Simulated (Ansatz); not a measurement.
Take MgB2 (space group P6/mmm, No. 191; a = 3.075 Å, c = 3.525 Å; relaxed with 0.1 eV smearing) as the base. Axes: x lies along a and z along c of the hexagonal cell.

Structures relaxed with PBE (Ansatz, a first-principles code; PAW; 420 eV plane waves; scalar-relativistic without spin-orbit coupling).

Base:

Simulated powder pattern, Co Kα, λ = 1.79026 Å (kinematic, ideal powder, no thermal factors, no anomalous dispersion; the 8 strongest lines at most, above 2 %, up to 2θ = 90°):

```
2θ (°)  I/Imax (%)    hkl
------  ----------  -----
29.42          3.6  (001)
39.28           28  (100)
49.83          100  (101)
61.05           13  (002)
71.20           24  (110)
75.04          9.5  (102)
78.86          3.4  (111)
84.47          3.4  (200)
```

The change: tensile biaxial strain of 0.50 % in the plane normal to [001], as in epitaxy on a mismatched substrate; the out-of-plane cell vector and the atoms relax.

Q: Predict the new powder pattern.

A: 
Simulated powder pattern, Co Kα, λ = 1.79026 Å (kinematic, ideal powder, no thermal factors, no anomalous dispersion; the 8 strongest lines at most, above 2 %, up to 2θ = 90°):

```
2θ (°)  I/Imax (%)    hkl
------  ----------  -----
29.46          3.6  (001)
39.08           28  (100)
49.68          100  (101)
61.13           13  (002)
70.79           24  (110)
74.99          9.5  (102)
78.48          3.4  (111)
83.96          3.5  (200)
```

The indices refer to the base's conventional cell; one index is shown for lines that coincide.

Stability against distortions was not tested. The final runs are not spin-polarised.
